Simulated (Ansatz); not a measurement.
A calculation on L1₂ (Cu3Au-type) Pt3Ti returned lattice constant a 3.948 Å, formation enthalpy -0.855 eV/atom.

For reference: lattice constant a 3.916 Å (measured, temperature not stated, not corrected to a static lattice; as tabulated in Molecular Dynamics Simulations of PtTi High-Temperature Shape Memory Alloys …).

Problem. Which level of theory produced these numbers?
A. PBE-D3(BJ) (Ansatz, a quantum-chemistry and plane-wave program)
B. LDA (Ansatz)
C. PBE (Ansatz)
D. PBEsol (Ansatz)

Solution. C, PBE (Ansatz)

The others give: LDA 3.873 Å, -0.897 eV/atom; PBE-D3(BJ) 3.904 Å, -0.880 eV/atom; PBEsol 3.900 Å, -0.881 eV/atom.

Unless a cell is named, each level is at its own relaxed cell (LDA 14.53, PBE 15.38, PBE-D3(BJ) 14.88, PBEsol 14.82 Å³/atom).

Ansatz's density-functional and Hartree–Fock values are scalar-relativistic unless marked +SOC, with PAW data made under PBE.
